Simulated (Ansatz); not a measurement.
```
CELL_PARAMETERS angstrom
     17.50000     0.00000     0.00000
      0.00000    17.50000     0.00000
      0.00000     0.00000     5.81863
ATOMIC_POSITIONS crystal
  B  0.67688 0.50000 0.66753
  As 0.67359 0.60022 0.83247
  As 0.70044 0.50000 0.33247
  B  0.58844 0.65318 0.66753
  As 0.50000 0.70044 0.83247
  B  0.65318 0.58844 0.16753
  As 0.60022 0.67359 0.33247
  B  0.41156 0.65318 0.66753
  As 0.32641 0.60022 0.83247
  B  0.50000 0.67688 0.16753
  As 0.39978 0.67359 0.33247
  B  0.32312 0.50000 0.66753
  As 0.32641 0.39978 0.83247
  B  0.34682 0.58844 0.16753
  As 0.29956 0.50000 0.33247
  B  0.41156 0.34682 0.66753
  As 0.50000 0.29956 0.83247
  B  0.34682 0.41156 0.16753
  As 0.39978 0.32641 0.33247
  B  0.58844 0.34682 0.66753
  As 0.67359 0.39978 0.83247
  B  0.50000 0.32312 0.16753
  As 0.60022 0.32641 0.33247
  B  0.65318 0.41156 0.16753
```

Calculation: PBE (plane waves to 420 eV, PAW; Ansatz, a program for electronic structure). Mesh 1×1×6. No spin polarisation. One-dimensional cell, images about 11 Å apart. A hypothetical model, rolled from the flat sheet. Only distortions within the start's symmetry and period were free. Values not marked SOC lack spin–orbit coupling.

**Question.** Tabulate the two highest filled and two lowest empty levels along the axis, from the valence top.

**Answer.** 
```tsv
k (2π/c)	v2 (eV)	v1 (eV)	c1 (eV)	c2 (eV)
0.000	0.00	0.00	0.43	1.18
0.042	-0.02	-0.02	0.45	1.20
0.083	-0.07	-0.07	0.49	1.27
0.125	-0.14	-0.14	0.56	1.37
0.167	-0.24	-0.24	0.65	1.49
0.208	-0.36	-0.36	0.76	1.63
0.250	-0.48	-0.48	0.87	1.77
0.292	-0.53	-0.53	0.99	1.92
0.333	-0.52	-0.52	1.11	2.07
0.375	-0.51	-0.51	1.24	2.03
0.417	-0.50	-0.50	1.37	1.91
0.458	-0.50	-0.50	1.50	1.77
0.500	-0.49	-0.49	1.64	1.64
```
